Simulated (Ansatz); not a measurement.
# Cu on the (0001) surface of wurtzite GaN (2x2 Ga adatom at T4; a constructed slab, bottom: 3 H on 4 bottom sites), one in a cell of 36 Å², started at the site 'over Ga at depth 1.7 Å'

Host crystal: wurtzite GaN, with a band gap (PBE, scalar-relativistic without spin-orbit coupling).

Method: PBE (plane waves to 420 eV, PAW; Ansatz, a quantum-chemistry and plane-wave program).

Slab: 45 atoms, 13.9 Å thick at the start with caps and adatoms under the adsorbate (thin: gaps and levels are the slab's own); k 4x4x1, smearing 0.01 eV, dipole-corrected; 23 atoms held, the rest relaxed; held to the start's symmetry, so lower structures may exist; spin-polarised, ending with about 0.9 μB a cell, a value that depends on the mesh; orders that need a larger cell were not tried, no spin-orbit, no U, no dispersion correction. The slab shows no gap over 0.04 eV on its mesh. At the end it is bonded to 2 Ga. In PBE it is, or lies within 0.03 eV of, the lowest of the starts that converged.

```yaml
energy of the end state, in which the adsorbate broke or entered a bond of the host, against an atom of fcc Cu: 0.92 eV
change_of_the_step_from_the_bottom_to_the_top_vacuum_level_against_the_clean_slab: -0.20 eV
energy_released_by_relaxation: 1.33 eV
height of the binding atom over the mean of the host atoms within 0.3 Å of the top one: 0.242 Å
largest_move_of_a_host_atom: 0.66 Å
caution: the clean host was not checked against rearrangement in a larger or rattled cell
```

A negative adsorption energy means that the adsorbate is more stable on the surface than in its reference.
